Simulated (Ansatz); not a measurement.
TiAl under a change: pressure 9 GPa

Start from TiAl (space group P4/mmm, No. 123; a = 2.813 Å, c = 4.059 Å).

It is then changed as follows: a hydrostatic pressure of 9 GPa.

The values are results of r2SCAN in Ansatz (plane waves to 500 eV, PAW, without spin-orbit coupling), earlier PAW set, not measurements. k-mesh 16×16×12 (Γ-centred); smearing 0.05 eV (Fermi–Dirac).

Volume per atom: 15.04 Å³ (base 16.06 Å³)
Density: 4.13 g/cm³ (base 3.87 g/cm³)
Lattice parameter a: 2.753 Å (base 2.813 Å)
c/a ratio: 1.442 (base 1.443)
Shortest interatomic distance: 2.753 Å (base 2.813 Å)
Enthalpy H = E + PV relative to the base's energy: +0.87 eV/atom
Band gap: zero (base zero)

Final structure:

```
CELL_PARAMETERS angstrom
      2.75251     0.00000     0.00000
      0.00000     2.75251     0.00000
      0.00000     0.00000     3.96998
ATOMIC_POSITIONS crystal
  Al 0.50000 0.50000 0.50000
  Ti 0.00000 0.00000 0.00000
```

Load acts through the strain it causes; cell and atoms are relaxed under it. Whether these cells are dynamically stable was not tested. No other phases were tried under pressure. All final runs are without spin polarisation.

Ansatz is a first-principles code.
